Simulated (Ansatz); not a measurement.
## Effect of pressure 50 GPa on SnSe2

The parent structure is SnSe₂ in the CdI2 type structure (space group P-3m1, No. 164; a = 3.840 Å, c = 6.006 Å; layered, stacked along the Cartesian z axis).

Modification: a hydrostatic pressure of 50 GPa.

All numbers come from PBE-D3(BJ) in Ansatz (plane waves to 420 eV, PAW, without spin-orbit coupling). k-mesh 10×10×6 (Γ-centred); smearing 0.05 eV (Fermi–Dirac).

Volume per atom: 16.75 Å³ (base 25.57 Å³)
Lattice parameter a: 3.356 Å (base 3.840 Å)
c/a ratio: 1.536 (base 1.564)
Enthalpy H = E + PV relative to the base's energy: +6.11 eV/atom
Band gap: zero (base 0.36 eV)

A case with no gap was solved on a k-mesh chosen for an insulator, which is coarse for it. Load acts through the strain it causes; cell and atoms are relaxed under it. No phonon test of stability was made. Competing high-pressure phases were not computed. All final runs are without spin polarisation.

Ansatz is a first-principles code.
